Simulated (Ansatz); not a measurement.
Start from GaN in the wurtzite structure (space group P6_3mc, No. 186; a = 3.183 Å, c = 5.184 Å). Axes: x lies along a and z along c of the hexagonal cell.

Level of theory: r2SCAN (Ansatz, a program for electronic structure, PAW, scalar-relativistic without spin-orbit coupling), earlier PAW set.

Strains are applied to the cell and any free atomic positions relax; under biaxial strain the out-of-plane vector relaxes too.

One change was made to it. Results:

| quantity | base | after |
|---|---|---|
| gap character | direct at Γ | direct at Γ |
| band gap | 2.35 eV | 2.27 eV |
| electron mass | 0.17 mₑ along c, 0.19 mₑ across (at Γ) | 0.17 mₑ out of plane, 0.18 mₑ in plane (at Γ) |

**Question.** Which change produced these results?
A. biaxial strain +0.82 %, plane normal [001], relaxed out of plane
B. isotropic strain +0.86 %
C. isotropic strain +3.74 %
D. isotropic strain +4.11 %

**Answer.** A, biaxial strain +0.82 %, plane normal [001], relaxed out of plane. For comparison, the band gap in the other runs: isotropic strain +4.11 % gives 1.51 eV; isotropic strain +3.74 % gives 1.59 eV; isotropic strain +0.86 % gives 2.17 eV.

Masses are band curvatures over ±0.01 Å⁻¹ around the edge. Stability against distortions was not tested.
